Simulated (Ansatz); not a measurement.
The reference is SiC in the wurtzite structure (space group P6_3mc, No. 186; a = 3.076 Å, c = 5.048 Å).

Perturbation: cell and atoms relaxed at a pressure of 3 GPa.

Levels (all Ansatz, a quantum-chemistry and plane-wave program, PAW): PBEsol (420 eV, no SOC); r2SCAN (500 eV, without spin-orbit coupling).

The geometry is relaxed with PBEsol.

* **PBEsol lowest conduction level above the VBM at special points**: K 2.10 eV; M 2.68 eV; L 3.20 eV; Γ 4.84 eV
* **PBEsol electron mass**: 0.26 mₑ along c, 0.43 mₑ across (at K)
* **PBEsol pressure**: 2.99 GPa
* **PBEsol gap character**: indirect, Γ → K

Q: What does r2SCAN give at this geometry for the lowest conduction level above the VBM at special points, electron mass, pressure and gap character?

A: The lowest conduction level above the VBM at special points goes from K 2.10 eV; M 2.68 eV; L 3.20 eV; Γ 4.84 eV to K 2.63 eV; M 3.24 eV; L 3.75 eV; Γ 5.47 eV; the electron mass stays 0.26 mₑ along c, 0.43 mₑ across (at K); the pressure stays 2.99 GPa; the gap character remains indirect, Γ → K.

Single points use the geometry relaxed with PBEsol. Their cutoffs differ, which shifts pressures a little. Load acts through the strain it causes; cell and atoms are relaxed under it. Masses are band curvatures over ±0.01 Å⁻¹ around the edge. Whether these cells are dynamically stable was not tested.
